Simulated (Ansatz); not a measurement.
C (model structure, P6/m, No. 175, 24 atoms in the cell) was calculated with r²SCAN+rVV10 (Ansatz, a program for electronic structure, PAW).

Run with plane-wave cutoff 560 eV, 6×6×14 k mesh (along the axes of the cell as run), Fermi–Dirac smearing 0.01 eV, scalar-relativistic PAW data made under PBE.

Cell (relaxed at this level):

```
C
1.0
   11.28401     0.00000     0.00000
   -5.64201     9.77224     0.00000
    0.00000     0.00000     2.45479
C
24
Direct
  0.35563   0.98738   0.00000
  0.41015   0.13128   0.00000
  0.41887   0.19846   0.50000
  0.39736   0.31217   0.50000
  0.36824   0.35563   0.00000
  0.27888   0.41015   0.00000
  0.22042   0.41887   0.50000
  0.08519   0.39736   0.50000
  0.01262   0.36824   0.00000
  0.86872   0.27888   0.00000
  0.80154   0.22042   0.50000
  0.68783   0.08519   0.50000
  0.64437   0.01262   0.00000
  0.58985   0.86872   0.00000
  0.58113   0.80154   0.50000
  0.60264   0.68783   0.50000
  0.63176   0.64437   0.00000
  0.72112   0.58985   0.00000
  0.77958   0.58113   0.50000
  0.91481   0.60264   0.50000
  0.98738   0.63176   0.00000
  0.13128   0.72112   0.00000
  0.19846   0.77958   0.50000
  0.31217   0.91481   0.50000
```

### Question
Predict the band gap, smallest direct gap on the k points sampled and direct gap at Γ.

### Answer

- band gap: 0.43 eV (indirect)
- smallest direct gap on the k points sampled: 0.46 eV
- direct gap at Γ: 4.22 eV

Note: the relaxation could raise the start's symmetry but not lower it, so the cell can be a saddle point.

The computed numbers hold no vibrational or temperature effects.

A model structure was made by putting elements into a prototype or built by hand; it is no filed structure, need not be a known phase, and can be a saddle point held by its symmetry.
